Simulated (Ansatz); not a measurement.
CaO (model structure, F-43m, No. 216, 2 atoms in the cell) was calculated with G0W0@PBEsol (Ansatz, an electronic-structure program, plane waves, hard PAW, contour deformation).

The cell is the one relaxed with PBEsol. Conventional cell: a = 5.1807 Å, b = 5.1807 Å, c = 5.1807 Å, α = 90.00°, β = 90.00°, γ = 90.00°.

The quasiparticle gap at Γ at a fixed k mesh 2×2×2:

```json
[
 {"response cutoff": "250 eV, 573 empty bands", "value (eV)": "5.567"},
 {"response cutoff": "300 eV, 754 empty bands", "value (eV)": "5.598"},
 {"response cutoff": "400 eV, 1160 empty bands", "value (eV)": "5.629"},
 {"response cutoff": "500 eV, 1621 empty bands", "value (eV)": "5.645"}
]
```

Question: Taking the value to converge with the response cutoff E as E^(−3/2), extrapolate from the last two rows.

Answer: With y = y∞ + c/w and weights w = 8000 and 11180 for the last two rows, y∞ = (w2 y2 − w1 y1)/(w2 − w1) = (11180 × 5.645 − 8000 × 5.629)/3180 = 5.685 eV, which lies 0.040 beyond the last row. Successive pairs of rows give 5.697, 5.686, 5.685. The limit also hangs on the law assumed, so its last digits aren't firm.

The other settings are not extrapolated, so this is the limit in one setting alone.

At the last cutoff the smallest gap on this mesh is 5.04 eV, with an edge away from Γ.

A model structure was made by putting elements into a prototype or built by hand; it is no filed structure, need not be a known phase, and can be a saddle point held by its symmetry.
